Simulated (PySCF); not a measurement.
PySCF 2.14.0, HF/def2-tzvp, df: La(Cl)2(Me) ([CH3][La]([Cl])[Cl]), 7 atoms. The geometry is a generated start, not checked to be a minimum at this level.

```yaml
task: energy
method: hf
basis: def2-tzvp
two_electron_scheme: density fitting
mol.max_memory: 3000 MB
mf.max_cycle: 100
mf.init_guess: minao (default)
mf.DIIS: CDIIS (default)
mf.diis_space: 8 (default)
mf.conv_tol: 1e-09 (default)
effective_core_potentials: those of the basis set, past Kr
basis_functions: 163
```

```xyz
7

La    -0.9611     0.3768    -0.6131
Cl    -3.2589    -0.5994    -1.1612
Cl    -1.4898     2.5437    -1.8222
C      1.1818    -0.4853     0.7398
H      1.6489     0.3300     1.2935
H      1.9572    -0.9106     0.0974
H      0.9218    -1.2551     1.4659
```

Charge 0 and multiplicity 1 are set for this test and not shown to be the ground state.

One run each on 2 threads, 1 BLAS thread. Values of level_shift (Hartree) tried: 0 (default), 0.1, 0.3, 1.

How does the count of Fock builds change with level_shift (Hartree), and where is it least?

Fewest Fock builds: 0 (default) with 13. The count rises to 41 at 1. All converge to one solution.

```tsv
level_shift (Hartree)	Fock builds	end
0 (default)	13	same solution
0.1	15	same solution
0.3	20	same solution
1	41	same solution
```
